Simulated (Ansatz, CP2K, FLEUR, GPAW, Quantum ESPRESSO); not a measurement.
**One structure in several programs: Yb (Fm-3m, 1 atom in the cell)**

Self-consistent single point, at a second geometry (lattice scaled by 0.98). First geometry:

```yaml
crystal:
  lattice:
    - [0.00000, 2.73825, 2.73825]
    - [2.73825, 0.00000, 2.73825]
    - [2.73825, 2.73825, 0.00000]
  atoms:
    - { symbol: Yb, position: [0.00000, 0.00000, 0.00000] }
```

Shared settings, as Ansatz (a quantum-chemistry and plane-wave program) writes them: kpoints.mp_grid.grid = 8 8 8; scf.occupations.method = fermi_dirac; scf.occupations.width = 0.0073 Ry. Potentials and cutoffs stand in the table.

```tsv
code	model	ΔF from the first geometry (meV/atom)	pressure (GPa)	cutoff
Quantum ESPRESSO	PBE, SSSP 1.1.2 efficiency (PBE) pseudopotentials	-34.4	-2.11	50 Ry
FLEUR	PBE, all-electron FLAPW (FLEUR), scalar-relativistic valence	-23.9	–	Kmax 3.8 1/bohr
Ansatz	PBE, default PAW files	-24.4	-1.27	default
GPAW	PBE, GPAW PAW datasets PBE (gpaw-data 1.0.1)	-21.8	-1.10	800 eV
CP2K	PBE, GPW, DZVP-MOLOPT-SR-GTH basis, GTH-PBE potentials (GTH_POTENTIALS)	-36.9	-2.04	grid 800 Ry
```

A dash marks a value that a program does not give, or that is left out as unsure.

On Ansatz's run: spin-orbit coupling is off. Spin polarisation is off.

The spread over the programs that give each value: ΔF from the first geometry within 15.1 meV/atom; pressure within 1.01 GPa.

CP2K uses small atom-centred bases, whose incompleteness enters pressures, forces and empty levels differently from a plane-wave cutoff. FLEUR treats all electrons, but the usual bases taken here (sphere radii, linearisation, local orbitals, empty states) were not tested for convergence, so the values are no reference for the others. Ansatz's pressure is given at a fixed set of plane waves, as the other plane-wave codes print theirs; with its correction for the finite basis it is -1.23 GPa.

The starting cell comes from a database of computed structures (which also holds hypothetical and non-ambient phases and stackings), without a prior relaxation at this level. Its lattice was rescaled by a random factor within 2.5 % of one. For this run, on top of that: lattice scaled by 0.98.

Left out of this page: Elk (failed or unconverged).

Keys are those of Ansatz 0.2.
